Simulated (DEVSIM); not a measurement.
System: abrupt Si n-p junction, at 300 K.

```tsv
layer (left to right)	material	thickness (μm)	Nd (cm⁻³)	Na (cm⁻³)	τn (s)	τp (s)
1	Si	71.0	2e16	-	0.00012	0.00012
2	Si	0.830	-	2.5e15	0.00012	0.00012
```

Left contact: ohmic. Right contact: ohmic. Voltage is applied to the left contact. Recombination: SRH at mid-gap, radiative. Mobility is μmin + (μ − μmin)/(1 + (N/Nref)^α).

The device is made up for the run: typed textbook-type constants, with dimensions and the other settings drawn at random. Values at 300 K; Nc and Nv go as T^1.5, mobilities as T to minus their exponent, the gap by Varshni's rule with the affinity fixed.

```csv
parameter,Si
gap (eV),1.124
affinity (eV),4.05
permittivity,11.7
Nc (cm⁻³),2.86e19
Nv (cm⁻³),3.1e19
μn (cm²/Vs),1417
μp (cm²/Vs),470
"μn,min",52
"μp,min",45
"Nref,n",9.7e16
"Nref,p",2.2e17
αn,0.68
αp,0.72
T exponent of μn,2.3
T exponent of μp,2.2
B (cm³/s),4.7e-15
Varshni α (eV/K),0.000473
Varshni β (K),636
```

Model (solved in DEVSIM): 1D drift-diffusion, Boltzmann statistics, complete ionisation; no tunnelling, impact ionisation, image-force lowering or self-heating.

The temperature was swept, all else fixed.

| temperature (K) | largest field in the device at zero bias (V/cm) | dark forward voltage at 100 A/cm² (V) | potential step across the device at zero bias (V) |
|---|---|---|---|
| 250 | 23000 | 0.866 | 0.788 |
| 300 | 21000 | 0.835 | 0.693 |
| 350 | 19000 | 0.816 | 0.593 |
| 400 | 18000 | 0.812 | 0.491 |
| 450 | 16000 | 0.821 | 0.387 |
| 500 | 14000 | 0.843 | 0.281 |

From the first row to the last the largest field in the device at zero bias goes from 23000 to 14000. From the first row to the last the dark forward voltage at 100 A/cm² goes from 0.866 to 0.843.
